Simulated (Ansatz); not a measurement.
Consider a periodic stack without vacuum, hcp Ti (0 0 1) on zinc-blende InP (1 1 1) (film strained to the substrate, started from cuts of the bulks and a machine-learned relaxation; slabs In16P16 and Ti36, which can lie off the formulas): substrate slab In16P16, film Ti36, surface cells [[0, 2], [-2, 0]] and [[-3, -3], [3, 0]], film strained by -4.4 and -4.4 %, outermost planes P/In and Ti/Ti as cut, which need not be the usual terminations and can put a slab off its formula. Its start:

```
In4Ti9P4
1.0
    8.42871     0.00000    -0.11110
   -4.21436     7.29948     0.07457
    4.40051    -1.46122    23.29146
In P Ti
16 16 36
Cartesian
  5.63087   3.93049   2.55172
  1.12863   4.41286   3.45267
  7.18952   0.11550   3.10224
  3.27458   0.60837   2.22402
  1.28225   6.48825   6.62414
  5.54630   6.48055   5.98423
  3.43196   2.88066   6.32252
  7.66965   2.83720   6.33229
  1.23949   1.61484   9.73709
  5.70935   1.53287   9.79611
 -0.62775   5.16706   9.87863
  3.38902   5.22899   9.77726
  5.23846   3.73917  12.93795
  1.94149   3.74431  13.49133
  8.39570   0.61284  13.36236
  3.26077   0.27795  12.84682
  2.00080   1.33930  -0.15061
  6.79605   0.80200   0.52628
  0.51679   4.63510   0.79711
  4.39147   4.32491  -0.32188
 -0.77910   2.67315   3.78702
  3.36020   3.01670   3.48442
 -3.05695   6.52158   3.19494
  0.73781   6.79011   4.11773
  3.47360   5.32093   7.17947
 -0.86186   5.25468   7.27847
  5.55488   1.67613   7.20771
  1.35928   1.56630   7.13020
  3.44974   0.38811  10.35053
  7.72729   0.31253  10.76588
  1.39748   3.96178  10.85400
  5.58221   4.02516  10.45306
  2.89805   6.06175  15.65504
  5.63665   1.15528  14.67175
  0.18442   5.87051  14.91191
  4.33328   3.56932  15.55465
  2.71611   1.24614  15.37742
  5.81002   5.94785  15.10587
  1.42345   3.66658  16.24792
  8.44620   1.12221  16.13963
  7.46150   3.29710  14.71834
  7.63092   0.13934  18.47942
  6.20173   2.38600  17.13491
  4.83561  -0.00858  17.03092
  4.70760   5.03035  17.82896
  3.29236   2.45553  17.87021
 10.45366  -0.00614  17.65979
  1.98185   5.07455  18.39419
  8.85602   2.68547  18.50778
  7.38638   4.76445  17.03698
  2.41827   6.43247  20.89610
  5.06086   1.12929  19.49646
 -0.47628   5.94014  19.54533
  3.73962   3.74121  20.43594
  2.24366   1.36169  20.52070
  5.29440   6.12905  20.61592
  1.04538   4.09820  21.14192
  7.82501   1.62453  21.06357
  6.45226   3.68261  19.78522
  4.65001   0.67953  24.85814
  5.31021   1.94562  22.05078
  4.03577  -0.42693  21.93601
  3.56455   4.90493  22.92066
  2.71746   2.12160  23.20688
  9.01758   0.18485  22.98562
  0.82825   5.12065  24.09266
  7.11862   1.96304  24.44229
  6.66120   4.43811  22.67227
```

The start was prepared with a machine-learned potential, and the result is one local minimum, with the in-plane cell held and forces under 0.04 eV/Å; the film can end far from its bulk form.

Calculation: PBE (plane waves to 420 eV, PAW; Ansatz, a first-principles code). Scalar-relativistic, without spin–orbit coupling; the runs are not spin-polarised; PBE gaps are too small against experiment. Its k-point mesh 4×4×1, Fermi–Dirac width 0.05 eV.

Question: Predict the relaxed interface.

Answer: 
* **interface area**: 61.5 Å²
* **period**: 23.49 Å
* **heights between the nearest atoms of the two slabs at the two interfaces**: 1.34 and -1.48 Å
* **In–Ti contacts across the interfaces within 1.22 times the sum of covalent radii**: 33, mean 3.13 Å
* **P–Ti contacts across the interfaces within 1.22 times the sum of covalent radii**: 30, mean 2.58 Å
